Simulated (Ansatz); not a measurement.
**SiO2 under a change: pressure 22.5 GPa**

Take SiO₂ (space group P3_221, No. 154; a = 4.920 Å, c = 5.416 Å) as the base.

Modification: cell and atoms relaxed at a pressure of 22.5 GPa.

The values are results of Ansatz (a program for electronic structure) r2SCAN, spin-orbit coupling left out, earlier PAW set, not measurements. Settings: 8×8×6 k-points, 0.05 eV Fermi–Dirac smearing.

```json
[
 {"quantity": "volume per atom", "base": "12.62 Å³", "changed": "9.49 Å³", "shift": "-3.13 Å³"},
 {"quantity": "density", "base": "2.64 g/cm³", "changed": "3.50 g/cm³", "shift": "+0.869 g/cm³"},
 {"quantity": "lattice parameter a", "base": "4.920 Å", "changed": "4.389 Å", "shift": "-0.531 Å"},
 {"quantity": "c/a ratio", "base": "1.101", "changed": "1.166", "shift": "+0.0656"},
 {"quantity": "enthalpy H = E + PV relative to the base's energy", "base": "–", "changed": "+1.50 eV/atom", "shift": "–"},
 {"quantity": "band gap (an upper bound: an edge found on the path is not a true extremum; the changed cell)", "base": "6.60 eV", "changed": "7.67 eV", "shift": "+1.07 eV"}
]
```

Final structure:

```xyz
9
Lattice="4.3892 0.0000 0.0000 -2.1946 3.8011 0.0000 0.0000 0.0000 5.1193" Properties=species:S:1:pos:R:3 pbc="T T T"
Si    -0.9508     1.6467     1.7064
Si     1.2438     2.1544     0.0000
Si     1.9015     0.0000     3.4129
O     -1.2281     2.5899     2.9759
O      0.5657     1.4426     1.2695
O      0.6624     3.5697     4.6823
O      2.8570     0.2314     2.1434
O      0.9665     1.2112     3.8498
O      2.7603     2.3585     0.4370
```

Load acts through the strain it causes; cell and atoms are relaxed under it. Stability against distortions was not tested. No other phases were tried under pressure.
